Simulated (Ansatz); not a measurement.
**Pressure series in SrTiO3**

Take SrTiO3 (space group I4/mcm, No. 140; a = 5.487 Å, c = 7.809 Å) as the base.

Cell and atoms are relaxed at each pressure.

All numbers come from DFT with PBEsol, PAW potentials and a 420 eV plane-wave cutoff in Ansatz (an electronic-structure program), no spin-orbit coupling.

```csv
change,band gap,volume per atom
base,1.97 eV,11.76 Å³
pressure −2 GPa,1.94 eV,11.89 Å³
pressure −1 GPa,1.95 eV,11.82 Å³
pressure 0.7 GPa,1.98 eV,11.71 Å³
pressure 1.5 GPa,(withheld),(withheld)
pressure 3 GPa,2.02 eV,11.57 Å³
pressure 5 GPa,2.05 eV,11.45 Å³
pressure 7.5 GPa,2.08 eV,11.32 Å³
pressure 10 GPa,2.12 eV,11.19 Å³
```

Q: Fill in the withheld entries from the trend.

A: 
- pressure 1.5 GPa, band gap: 1.99 eV
- pressure 1.5 GPa, volume per atom: 11.66 Å³

Load acts through the strain it causes; cell and atoms are relaxed under it. No phonon test of stability was made. No other phases were tried under pressure. The final runs are not spin-polarised. This is not the structure that SrTiO3 has at room temperature and ambient pressure.
